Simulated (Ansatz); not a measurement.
## ZnSe under load (space group F-43m): band-edge transport data

```
ZnSe
1.0
    0.00000     2.85490     2.85490
    2.85490     0.00000     2.85490
    2.85490     2.85490     0.00000
Zn Se
1 1
Direct
  0.00000   0.00000   0.00000
  0.25000   0.25000   0.25000
```

Computed with PBE with spin-orbit coupling, rigid bands (plane waves, PAW; Ansatz, a first-principles code). Condition of this run: hydrostatic pressure of -2.4 GPa (compression positive) (the target of the relaxation). Geometry: cell and atoms relaxed with PBEsol, then loaded as said.

| Item | Value |
|---|---|
| band gap | 1.08 eV |
| electron conductivity mass (300 K, dilute) | 0.101 mₑ |
| hole conductivity mass (300 K, dilute) | 0.71 mₑ |
| effective density of states N_c (300 K) | 7.8e17 cm⁻³ |
| effective density of states N_v (300 K) | 2.7e19 cm⁻³ |
| density-of-states mass, electrons | 0.099 mₑ |
| density-of-states mass, holes | 1.05 mₑ |
| Seebeck coefficient, n-type 1e19 cm⁻³, 300 K | -65 μV/K |
| Seebeck coefficient, p-type 1e19 cm⁻³, 300 K | 305 μV/K |

Rigid bands; masses and Seebeck coefficients take one relaxation time τ for all states and one kind of carrier; polarons and phonon drag are left out. Geometry: cell and atoms relaxed with PBEsol.
